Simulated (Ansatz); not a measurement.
Start from YN in the rock salt structure (space group Fm-3m, No. 225; a = 4.856 Å).

All numbers come from DFT with PBEsol, PAW potentials and a 420 eV plane-wave cutoff in Ansatz (a quantum-chemistry and plane-wave program), scalar-relativistic without spin-orbit coupling.

Base values:

| Item | Value |
|---|---|
| Band gap | 0.08 eV |

Perturbation: every lattice vector is shortened by 1.50 %; the atoms relax in the strained cell.

### Question
Predict the new energy relative to the base and band gap.

### Answer
The energy grows by 16 meV/atom; the band gap goes from 0.08 eV to zero.

The mesh was chosen for an insulator and is coarse for the gapless case. Stability against distortions was not tested. The final runs are not spin-polarised. The zero or small gap of YN can change with the level of theory.
